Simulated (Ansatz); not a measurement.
Effect of pressure 9 GPa on HfO2

Take HfO₂ in the fluorite structure (space group Fm-3m, No. 225; a = 5.058 Å) as the base.

It is then changed as follows: cell and atoms relaxed at a pressure of 9 GPa.

Level of theory: r2SCAN (Ansatz, a program for electronic structure, PAW, no spin-orbit coupling). k-mesh 11×11×11 (Γ-centred); smearing 0.05 eV (Fermi–Dirac).

The volume per atom shrinks by 0.33 Å³ (10.79 Å³ → 10.46 Å³) and the density increases by 0.34 g/cm³ to 11.14 g/cm³. The lattice parameter a drops by 0.052 Å, from 5.058 Å to 5.006 Å and the shortest interatomic distance drops by 0.0226 Å, from 2.190 Å to 2.168 Å. The enthalpy H = E + PV relative to the base's energy is +0.60 eV/atom and the band gap grows by 0.083 eV (4.30 eV → 4.39 eV). The gap character stays direct at X and the mean gap deformation potential ΔEg/Δln V amounts to -2.7 eV. The width of the top valence band goes up by 0.04 eV, from 1.90 eV to 1.94 eV and the electron mass goes from 1.1 mₑ along k, 0.76 mₑ across (at X) to 1.1 mₑ along k, 0.74 mₑ across (at X).

Final structure:

```yaml
crystal:
  lattice:
    - [0.00000, 2.50309, 2.50309]
    - [2.50309, 0.00000, 2.50309]
    - [2.50309, 2.50309, 0.00000]
  atoms:
    - { symbol: Hf, position: [0.00000, 0.00000, 0.00000] }
    - { symbol: O, position: [0.25000, 0.25000, 0.25000] }
    - { symbol: O, position: [0.75000, 0.75000, 0.75000] }
```

Spin-orbit coupling, missing from the scalar runs, can matter with Hf. Load acts through the strain it causes; cell and atoms are relaxed under it. Effective masses come from finite differences of ±0.01 Å⁻¹. Along k means along the line from Γ to the band edge. Whether these cells are dynamically stable was not tested. Competing high-pressure phases were not computed. This is not the structure that HfO2 has at room temperature and ambient pressure.
